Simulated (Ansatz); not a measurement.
Results of LDA (Ansatz, a program for electronic structure, plane waves, PAW) for Si (I4/mmm, No. 139, 4 atoms in the cell; start mp-999200; another form than the element's usual one).

Settings: plane-wave cutoff 520 eV, 10×10×10 k mesh, scalar-relativistic PAW data made under PBE.

Cell (relaxed at this level):

```
CELL_PARAMETERS angstrom
     -3.30235     3.30235     1.90746
      3.30235    -3.30235     1.90746
      3.30235     3.30235    -1.90746
ATOMIC_POSITIONS crystal
  Si 0.17879 0.17879 0.35758
  Si 0.82121 0.82121 0.64242
  Si 0.17879 0.82121 0.00000
  Si 0.82121 0.17879 0.00000
```

Q: Predict the Voigt–Reuss–Hill bulk modulus, Voigt–Reuss–Hill shear modulus (Hill average), Young modulus and Poisson ratio.

A: 
- Voigt–Reuss–Hill bulk modulus: 88.3 GPa
- Voigt–Reuss–Hill shear modulus (Hill average): 45.7 GPa
- Young modulus: 117 GPa
- Poisson ratio: 0.279

Note: the relaxation could not lower the start's symmetry, so the cell can be a saddle point above a distorted one.

Elastic constants are with the ions relaxed.

Computed values are for the static lattice.

Cost on a shared machine: around 11 core-minutes (rough).

A start named mp-… is a Materials Project structure, which need not be a measured phase.
